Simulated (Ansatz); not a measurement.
The parent structure is PbSe in the rock salt structure (space group Fm-3m, No. 225; a = 6.1780 Å). Axes: x, y, z lie along the cube axes.

Computed with DFT with r2SCAN, PAW potentials and a 500 eV plane-wave cutoff in Ansatz (an electronic-structure program), no spin-orbit coupling.

Base values:

The valley order is L along ⟨111⟩ 0.67 eV; a point along ⟨110⟩, about 0.6 Å⁻¹ from Γ 1.46 eV.

One thing is altered: uniaxial strain ε_zz = −2.00 %, all other strain components held at zero; the atoms relax in the strained cell.

What does the calculation give for the valley order after the change?

The valley order (the lowest conduction-band minima on the path, energy above the VBM, named in the base's zone) goes from L along ⟨111⟩ 0.67 eV; a point along ⟨110⟩, about 0.6 Å⁻¹ from Γ 1.46 eV to L along [1-11] 0.59 eV; a point along [1-10], about 0.6 Å⁻¹ from Γ 1.41 eV.

What happens to the stress?

The stress (xx, yy, zz, yz, xz, xy; compression positive) is (0.26, 0.26, 2.90, 0.00, 0.00, 0.00) GPa.

Spin-orbit coupling, missing from the scalar runs, can matter with Pb. The levels and masses belong to the bands next to the band gap. No phonon test of stability was made.
